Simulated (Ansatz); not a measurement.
Data:

```
In2MgO4
1.0
   -3.11974     3.17995     4.42576
    3.11974    -3.17995     4.42576
    3.11974     3.17995    -4.42576
Mg In O
2 4 8
Direct
  0.50000   0.50000   0.50000
  0.50000   0.00000   0.00000
  0.88170   0.13170   0.75000
  0.11830   0.86830   0.25000
  0.00000   0.50000   0.50000
  0.50000   0.50000   0.00000
  0.26744   0.74278   0.52466
  0.73256   0.25722   0.47534
  0.71812   0.74278   0.97534
  0.28188   0.25722   0.02466
  0.26192   0.27570   0.51377
  0.73808   0.72430   0.48623
  0.26192   0.74815   0.98623
  0.73808   0.25185   0.01377
```

Level of theory: PBEsol, rigid bands (plane waves, PAW, scalar-relativistic; Ansatz, a first-principles code). Cell: cell and atoms relaxed with PBEsol.

Problem. Predict the electron conductivity mass (n e² τ/σ) at 300 K, by direction if it differs.

Solution. 0.22 (x), 0.22 (y), 0.21 (z) mₑ.

Problem. And the band gap?

Solution. 1.39 eV at this level; semilocal functionals usually fall short of the measured gap.

Rigid bands, one relaxation time for all states, no polarons. Spin-orbit coupling is left out; where it splits the top of the valence band it changes the hole mass and lowers the gap by about a third of the splitting.

Computed structure with no diffraction record at hand here (it may be known, metastable or hypothetical): MgIn2O4 (Imma).
